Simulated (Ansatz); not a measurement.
## Ti, response to strain

The parent structure is Ti in the hcp (Mg type) structure (space group P6_3/mmc, No. 194; a = 2.936 Å, c = 4.636 Å). Axes: x lies along a and z along c of the hexagonal cell.

Strains are applied to the cell and any free atomic positions relax; under biaxial strain the out-of-plane vector relaxes too; under stress the whole cell relaxes.

Computed with Ansatz (an electronic-structure program), r2SCAN, PAW, cutoff 500 eV, no spin-orbit coupling.

Notes on the quantities. energy relative to the base: free energy F; pressure: mean of the normal stresses, compression positive.

| change | shortest interatomic distance | energy relative to the base | pressure |
|---|---|---|---|
| base | 2.872 Å | 0 meV/atom | 0.0 GPa |
| biaxial strain −4.32 %, plane normal [001], relaxed out of plane | 2.809 Å | – | 6.9 GPa |
| biaxial strain −0.73 %, plane normal [001], relaxed out of plane | 2.876 Å | – | 1.1 GPa |
| isotropic strain −2.80 % | 2.791 Å | (withheld) | (withheld) |
| uniaxial strain ε_xx = −0.39 % | 2.866 Å | +0.2 meV/atom | 0.5 GPa |
| uniaxial strain ε_xx = +2.40 % | 2.878 Å | +5.5 meV/atom | -2.7 GPa |
| uniaxial strain ε_zz = +3.35 % | 2.935 Å | +11 meV/atom | -3.6 GPa |
| tensor shear ε_yz = +0.72 % | 2.852 Å | +0.6 meV/atom | 0.0 GPa |
| uniaxial stress, 3 GPa compression along z | 2.843 Å | +2.9 meV/atom | – |
| uniaxial stress, 1 GPa tension along z | 2.883 Å | +0.4 meV/atom | – |

Question: Complete the table.

Answer: 
- isotropic strain −2.80 %, energy relative to the base: +48 meV/atom
- isotropic strain −2.80 %, pressure: 11.6 GPa

Without a gap, meshes like the base's 18×18×10 leave anisotropic stresses uncertain by several tenths of a GPa, and small strain energies with them. Beyond what the load breaks, stability against distortions was not tested. The final runs are not spin-polarised.
